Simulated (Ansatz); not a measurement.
# Ba2HfO4, pressure series

The reference is Ba2HfO4 (space group I4/mmm, No. 139; a = 4.1515 Å, c = 13.4317 Å; a cell from a computed database, its experimental status unchecked).

Cell and atoms are relaxed at each pressure.

All numbers come from r2SCAN+rVV10 (Ansatz, a quantum-chemistry and plane-wave program), scalar-relativistic without spin-orbit coupling, earlier PAW set.

```csv
case,band gap,shortest interatomic distance,smallest direct gap,density
base,3.76 eV,2.076 Å,3.96 eV,7.42 g/cm³
pressure −2 GPa,3.78 eV,2.086 Å,3.97 eV,7.30 g/cm³
pressure −1 GPa,3.77 eV,2.081 Å,3.96 eV,7.36 g/cm³
pressure 0.3 GPa,3.76 eV,2.074 Å,3.96 eV,___
pressure 0.7 GPa,3.76 eV,2.072 Å,3.96 eV,7.46 g/cm³
pressure 1.5 GPa,3.75 eV,2.068 Å,3.96 eV,7.51 g/cm³
pressure 3 GPa,3.74 eV,___,3.95 eV,7.59 g/cm³
pressure 5 GPa,3.73 eV,2.052 Å,3.95 eV,7.70 g/cm³
pressure 7.5 GPa,3.71 eV,2.041 Å,3.93 eV,7.82 g/cm³
pressure 10 GPa,3.69 eV,2.031 Å,3.92 eV,___
```

Task: What belongs in the blanks?

Result: 
- pressure 0.3 GPa, density: 7.44 g/cm³
- pressure 3 GPa, shortest interatomic distance: 2.061 Å
- pressure 10 GPa, density: 7.94 g/cm³

With Hf present, leaving out spin-orbit coupling can change the band edges. Load acts through the strain it causes; cell and atoms are relaxed under it. Whether these cells are dynamically stable was not tested. No other phases were tried under pressure.
